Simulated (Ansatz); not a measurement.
BP (model structure, started from the rocksalt type, Fm-3m, No. 225, 2 atoms in the cell) was calculated with LDA (PAW; Ansatz, a program for electronic structure).

Numerical settings: plane-wave cutoff 520 eV, 22×22×22 k mesh, Fermi–Dirac smearing 0.05 eV, scalar-relativistic PAW data made under PBE.

Cell (relaxed at this level):

```cif
data_BP
_chemical_formula_sum 'P1 B1'
_space_group_name_H-M_alt 'P 1'
_space_group_IT_number 1
_cell_length_a 3.01638
_cell_length_b 3.01638
_cell_length_c 3.01638
_cell_angle_alpha 60.000
_cell_angle_beta 60.000
_cell_angle_gamma 60.000
loop_
_space_group_symop_operation_xyz
  'x, y, z'
loop_
_atom_site_label
_atom_site_type_symbol
_atom_site_fract_x
_atom_site_fract_y
_atom_site_fract_z
_atom_site_occupancy
P1 P 0.00000 0.00000 0.00000 1
B1 B 0.50000 0.50000 0.50000 1
```

Question: Predict the bulk modulus.

Answer: 
- bulk modulus: 175 GPa

The run finds no gap.

Note: the bulk modulus is −V dP/dV from two relaxed cells at ±2 % in volume; the relaxation could raise the start's symmetry but not lower it, so the cell can be a saddle point.

Computing time: around 40 core-seconds (rough).

A model structure was made by putting elements into a prototype or built by hand; it is no filed structure, need not be a known phase, and can be a saddle point held by its symmetry.
